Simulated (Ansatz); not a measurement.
The starting structures come from a database of crystals and need not be the phases stable at ambient conditions.

 Where the default PAW files enter, the runs use the earlier of Ansatz's two default sets.

Crystal: KHF2 (I4/mcm, not sure to be the ambient phase, 8 atoms a cell, 13.7 Å³ an atom); planes in its conventional cell.

These are r2SCAN (plane waves, PAW; Ansatz, an electronic-structure program) values and carry that method's errors.

The gap is the functional's own. No spin-orbit coupling. Mid-gap values are interpolated on the energy grid.

| plane | area of the cell (Å²) | mid-gap κ (1/Å) | largest κ in the gap (1/Å) |
|---|---|---|---|
| (001) | 32.2 | 0.61 | 0.63 |
| (100) | 38.7 | ___ | 0.61 |
| (110) | 27.3 | ___ | ___ |

**Question.** The slowest decay depends on the direction. Supply the withheld values.

**Answer.** 
- (100), mid-gap κ (1/Å): 0.60
- (110), mid-gap κ (1/Å): 0.57
- (110), largest κ in the gap (1/Å): 0.57
